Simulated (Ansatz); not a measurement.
CsCl-type NiAl was calculated with PBEsol (Ansatz, a program for electronic structure, PAW).

Run with plane-wave cutoff 520 eV, 16×16×16 k mesh, Fermi–Dirac smearing 0.1 eV, perturbation theory, force constants from a 4×4×4 q mesh, no spin polarisation, scalar-relativistic PAW data made under PBE.

Q: Give the computed TO(Γ) frequency and zero-point energy.

A: 
* **TO(Γ) frequency**: 302 cm⁻¹
* **zero-point energy**: 0.043 eV/atom
